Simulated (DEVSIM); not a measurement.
System: abrupt InP p-n junction, at 350 K.

Layer 1 from the left is InP, thickness (μm) 8.10, Na (cm⁻³) 1.9e17, τn (s) 6.5e-10, τp (s) 6.5e-10. Layer 2 from the left is InP, thickness (μm) 0.620, Nd (cm⁻³) 2.3e14, τn (s) 6.5e-10, τp (s) 6.5e-10.

Left contact: ohmic. Right contact: ohmic. Voltage is applied to the left contact. Recombination: SRH at mid-gap, radiative. Mobility is μmin + (μ − μmin)/(1 + (N/Nref)^α).

This is a model device: material constants are rounded textbook-type values typed into the input, and sizes, dopings and lifetimes were drawn at random. Values at 300 K; Nc and Nv go as T^1.5, mobilities as T to minus their exponent, the gap by Varshni's rule with the affinity fixed.

InP: gap (eV) 1.344, affinity (eV) 4.38, permittivity 12.5, Nc (cm⁻³) 5.7e17, Nv (cm⁻³) 1.1e19, μn (cm²/Vs) 5200, μp (cm²/Vs) 170, μn,min 400, μp,min 10, Nref,n 3e17, Nref,p 4.9e17, αn 0.47, αp 0.62, T exponent of μn 2, T exponent of μp 2, B (cm³/s) 1.2e-10, Varshni α (eV/K) 0.000363, Varshni β (K) 162.

DEVSIM, 1D drift-diffusion, Boltzmann statistics, complete ionisation; no tunnelling, impact ionisation, image-force lowering or self-heating.

Task: What does the simulation give for the largest field in the device at zero bias, the dark forward voltage at 100 A/cm²?

Result: largest field in the device at zero bias 28000 V/cm; dark forward voltage at 100 A/cm² 0.954 V.
